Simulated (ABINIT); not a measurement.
ABINIT run on NaF (Fm-3m, 2 atoms in the cell): self-consistent single point.

Method of the run: LDA (PW92), PAW (JTH v2.0 LDA PAW) (plane waves; ABINIT).

```xyz
2
Lattice="0.0000 2.2905 2.2905 2.2905 0.0000 2.2905 2.2905 2.2905 0.0000" Properties=species:S:1:pos:R:3 pbc="T T T"
Na     0.0000     0.0000     0.0000
F      2.2905     2.2905     2.2905
```

Reference input (self-consistent single point, DFT, PBE, plane waves, PAW (JTH v2.0 PBE PAW)): pseudos = [Na.GGA_PBE-JTH.xml, F.GGA_PBE-JTH.xml]; ecut = 816 eV; pawecutdg = 1633 eV; pawxcdev = 0; ixc = 11; occopt = 3; tsmear = 0.02 eV; ngkpt = 6 6 6; nshiftk = 1; shiftk = 0 0 0; potentials = JTH v2.0 PBE PAW; nband = 13. This run's input differs from it in these lines:

```diff
@@ -1,4 +1,4 @@
-# NaF, JTH v2.0 PBE PAW
+# NaF, JTH v2.0 LDA PAW
 pp_dirpath "./"
-pseudos "Na.GGA_PBE-JTH.xml, F.GGA_PBE-JTH.xml"
+pseudos "Na.LDA_PW-JTH.xml, F.LDA_PW-JTH.xml"
 acell 3.2392094956 3.2392094956 3.2392094956 Angstrom
@@ -18,3 +18,3 @@
 pawxcdev 0
-ixc 11
+ixc 7
 occopt 3
```

Its files differ too (potentials: JTH v2.0 PBE PAW → JTH v2.0 LDA PAW).

Output (repeated stretches shortened):

```
--- !BeginCycle
solver: {iscf: 17, nstep: 80, nline: 4, wfoptalg: 10, }
tolerances: {tolvrs: 1.00E-10, }
...

     iter   Etot(hartree)      deltaE(h)  residm     nres2
 ETOT  1  -72.385249488871    -7.239E+01 3.918E+00 1.317E+01
 ETOT  2  -72.531613973377    -1.464E-01 1.180E+00 4.514E+00
 ETOT  3  -72.529513136966     2.101E-03 3.090E-02 3.940E-01
 ETOT  4  -72.529276855427     2.363E-04 2.106E-03 5.860E-02
 ETOT  5  -72.529254881446     2.197E-05 6.035E-02 2.455E-03
   [... 2 lines left out ...]
 ETOT  8  -72.529256117261    -3.349E-09 4.990E-04 3.954E-07
 ETOT  9  -72.529256117374    -1.133E-10 5.242E-05 4.737E-08
 ETOT 10  -72.529256117391    -1.670E-11 6.635E-05 3.301E-09
 ETOT 11  -72.529256117389     1.634E-12 7.953E-06 3.013E-11
 At SCF step   11       nres2   =  3.01E-11 < tolvrs=  1.00E-10 =>converged.

 Cartesian components of stress tensor (hartree/bohr^3)
  sigma(1 1)=  1.14420069E-04  sigma(3 2)=  0.00000000E+00
  sigma(2 2)=  1.14420069E-04  sigma(3 1)=  0.00000000E+00
  sigma(3 3)=  1.14420069E-04  sigma(2 1)=  0.00000000E+00

 ----iterations are completed or convergence reached----

 reduced coordinates (array xred) for    2 atoms
       0.000000000000      0.000000000000      0.000000000000
       0.500000000000      0.500000000000      0.500000000000
 cartesian forces (eV/Angstrom) at end:
    1     -0.00000000000000    -0.00000000000000    -0.00000000000000
    2     -0.00000000000000    -0.00000000000000    -0.00000000000000
 frms,max,avg= 0.0000000E+00 0.0000000E+00   0.000E+00  0.000E+00  0.000E+00 e/A
   [... lines left out ...]
 Fermi (or HOMO) energy (hartree) =  -0.04025   Average Vxc (hartree)=  -0.35866
   [... lines left out ...]
'-kT*entropy'       :  5.01757169413105E-16
total_energy        : -7.25292552500314E+01
total_energy_eV     : -1.97362140568852E+03
...

-Cartesian components of stress tensor (GPa)         [Pressure= -3.3664E+00 GPa]
- sigma(1 1)=  3.36635409E+00  sigma(3 2)=  0.00000000E+00
- sigma(2 2)=  3.36635409E+00  sigma(3 1)=  0.00000000E+00
- sigma(3 3)=  3.36635409E+00  sigma(2 1)=  0.00000000E+00

 Calculation completed.
```

The run converged in 11 iterations. Against the reference run the pressure goes from 3.59 to -3.37 GPa and the gap on the mesh goes from 6.484 to 6.132 eV.

The starting cell comes from a database of computed structures (which also holds hypothetical and non-ambient phases and stackings), without a prior relaxation at this level. Its lattice was rescaled by a random factor within 2.5 % of one. With a pressure of about -3 GPa the cell is away from its equilibrium volume at this level.
